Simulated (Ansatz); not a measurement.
System: Y (model structure, Im-3m, No. 229, 1 atom in the cell). Method: LDA (plane waves, PAW; Ansatz, a first-principles code).

Numerical settings: plane-wave cutoff 520 eV, 20×20×20 k mesh, Fermi–Dirac smearing 0.05 eV, scalar-relativistic PAW data made under PBE.

Cell (relaxed at this level):

```
CELL_PARAMETERS angstrom
     -1.95547     1.95547     1.95547
      1.95547    -1.95547     1.95547
      1.95547     1.95547    -1.95547
ATOMIC_POSITIONS crystal
  Y  0.00000 0.00000 0.00000
```

Question: Estimate the bulk modulus B0 that the calculation returns.

Answer: 
bulk modulus B0: 43.4 GPa

The run finds no gap.

Note: the bulk modulus is −V dP/dV from two relaxed cells at ±2 % in volume; the relaxation could raise the start's symmetry but not lower it, so the cell can be a saddle point.

The computed numbers hold no vibrational or temperature effects.

A model structure was made by putting elements into a prototype or built by hand; it is no filed structure, need not be a known phase, and can be a saddle point held by its symmetry.
